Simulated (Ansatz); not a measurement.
Data:

```
CELL_PARAMETERS angstrom
      0.00000     3.15221     3.15221
      3.15221     0.00000     3.15221
      3.15221     3.15221     0.00000
ATOMIC_POSITIONS crystal
  Mg 0.00000 0.00000 0.00000
  Te 0.25000 0.25000 0.25000
```

No spin polarisation.

The values are results of Ansatz (a program for electronic structure) LDA, spin-orbit coupling left out, not measurements. Γ-centred 9×9×9 mesh, Fermi–Dirac width 0.05 eV.

**Question.** Predict the band gap, space group and width of the top valence band.

**Answer.** The band gap is 2.52 eV and the space group is F-43m (No. 216). The width of the top valence band comes out as 1.63 eV.

With Te present, leaving out spin-orbit coupling can change the band edges. The cells carry an imposed strain or load. Whether these cells are dynamically stable was not tested. The cell was made from MgTe in the zinc blende structure (space group F-43m, No. 216) by this change: isotropic strain −1.00 %.
